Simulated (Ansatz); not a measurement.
For cubic perovskite CsCdF3, LDA in Ansatz (PAW) gives:

| Quantity | Value |
|---|---|
| equilibrium lattice constant a | 4.380 Å |
| bulk modulus | 75.8 GPa |
| cohesive energy | 4.14 eV/atom |
| band gap | 3.21 eV |

Question: What does HSE06 (Ansatz, a program for electronic structure, plane waves, PAW) give for the same quantities?

Answer: 
- lattice constant a: 4.507 Å (rises by 2.9 %)
- bulk modulus: 58.7 GPa (falls by 23 %)
- cohesive energy: 3.34 eV/atom (shrinks by 0.80 eV/atom)
- band gap: 5.37 eV (goes up by 2.16 eV)

Changes are worked out from the printed values.

Unless a cell is named, each level is at its own relaxed cell (LDA 16.81, HSE06 18.30 Å³/atom).

Spin–orbit coupling is included only where a level's name says +SOC; with heavier elements it mostly lowers gaps and can invert bands. Density-functional gaps are differences of (generalised) Kohn–Sham levels.

Caveats: the relaxation could not lower the start's symmetry, so the cell can be a saddle point above a distorted one (LDA, HSE06). Ansatz's density-functional and Hartree–Fock values are scalar-relativistic unless marked +SOC, with PAW data made under PBE.
